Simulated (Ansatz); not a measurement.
An Ansatz (a program for electronic structure) input (Ansatz r2SCAN, scalar-relativistic without spin-orbit coupling, earlier PAW set):

Ansatz 0.2 input:
```yaml
crystal:
  lattice:
    - [4.2746897979, 0, 0]
    - [0, 4.2746897979, 0]
    - [2.1373448989, -2.1373448989, 3.0491127175]
  atoms:
    - { symbol: W, position: [0, 0, 0] }
    - { symbol: Ge, position: [0.75, 0.75, 0.5] }
    - { symbol: Ge, position: [0.25, 0.25, 0.5] }
basis: { ecutwfc: 500, ecutrho_ratio: 4, xc_grid: 4, fft_grid_basis: typed }
kpoints: { mp_grid: { grid: [16, 16, 16] } }
hamiltonian:
  xc: r2scan
  dispersion: none
  pseudopotentials: { azcp: { folder: ./paw }, kind: paw }
scf: { occupations: { method: fermi_dirac, width: 0.1 } }
relax: { f_tol: 0.005, max_steps: 50, cell: { stress_tol: 0.01, fix: [a, b, gamma] } }
output: { forces: true, stress: true }
checkpoint: { write: state.ck, write_every: 1000 }
```

Which symmetry and how many k-points will the program report, and about how many plane waves at Γ?

Space group I4/mmm (ITA 139) with 16 operations, k-points 349 of 4096, and 1419 plane waves at Γ.

And the final pressure?

-0.59 GPa (compression positive).

The cells carry an imposed strain or load. Whether these cells are dynamically stable was not tested. All final runs are without spin polarisation. Under biaxial strain −0.58 %, plane normal [001], relaxed out of plane the cell ends below the base's energy or with stress of the wrong sign: the atoms slid into a distortion or the cell is elastically unstable, so the base is not a stable minimum at this level. The cell was made from WGe2 (space group Fm-3m, No. 225; a hypothetical phase, not in the database extracts checked) by this change: biaxial strain −0.58 %, plane normal [001], relaxed out of plane. WGe2 has a high density of states at the Fermi level and may be magnetic at this level.
